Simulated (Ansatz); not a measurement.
## One base run on LiMg (R-3m, 2 atoms in the cell) and variants with one or two settings moved

```
CELL_PARAMETERS angstrom
      1.54575     0.89244     5.08105
     -1.54575     0.89244     5.08105
      0.00000    -1.78488     5.08105
ATOMIC_POSITIONS crystal
  Li 0.00000 0.00000 0.00000
  Mg 0.50000 0.50000 0.50000
```

Base run A: LDA (PW92), default PAW files made with PBE (Ansatz, a first-principles code), self-consistent single point.

Its settings: basis.ecutwfc = 420 eV; kpoints.mp_grid.grid = 10 10 10; hamiltonian.xc = lda; hamiltonian.pseudopotentials = {kind: paw} (the program's default PAW files); scf.occupations.method = cold; scf.occupations.width = 0.2 eV.

The starting cell comes from a database of computed structures (which also holds hypothetical and non-ambient phases and stackings), without a prior relaxation at this level. Ansatz's pressure includes its estimate of the finite-basis (Pulay) stress.

ΔF is the free energy per atom less that of run A. 

Runs:
- B: kpoints.mp_grid.grid: 10 10 10 → 12 12 12; scf.occupations.width: 0.2 eV → 0.3 eV
- C: scf.occupations.width: 0.2 eV → 0.002 eV
- D: scf.convergence.dr2_threshold: default (1e-07 eV) → 1e-10 eV
- E: 3 x 1 x 1 supercell, mesh divided and rounded up; kpoints.mp_grid.grid: 10 10 10 → 4 10 10
- F: crystal.symmetry.detect: default → false
- G: scf.occupations.width: 0.2 eV → 0.1 eV
- H: scf.mixing.preconditioner: default (the program chose none) → local_kerker
- I: scf.mixing.algorithm: default (the program chose MSR1) → anderson
- J: scf.mixing.algorithm: default (the program chose MSR1) → anderson; scf.mixing.beta: default → 0.7

| run | ΔF (meV/atom) | pressure (GPa) | k-points | valence electrons |
|---|---|---|---|---|
| A | 0.00 | -1.40 | 116 | 13 |
| B | -5.3 | -1.40 | 189 | 13 |
| C | -0.15 | -1.41 | 116 | 13 |
| D | 0.00 | -1.40 | 116 | 13 |
| E | -2.5 | -1.39 | 117 | 39 |
| F | 0.00 | -1.40 | 504 | 13 |
| G | -0.05 | -1.42 | 116 | 13 |
| H | 0.00 | -1.40 | 116 | 13 |
| I | 0.00 | -1.40 | 116 | 13 |
| J | 0.00 | -1.40 | 116 | 13 |

Run B against A: The free energy drops by 5.3 meV/atom and the pressure stays at -1.40 GPa.

Run J against A: The free energy stays essentially unchanged (within 1 meV/atom) and the pressure stays at -1.40 GPa.

Run E against A: The free energy goes down by 2.5 meV/atom and the pressure moves little (-1.40 to -1.39 GPa).

Keys are those of Ansatz 0.2.
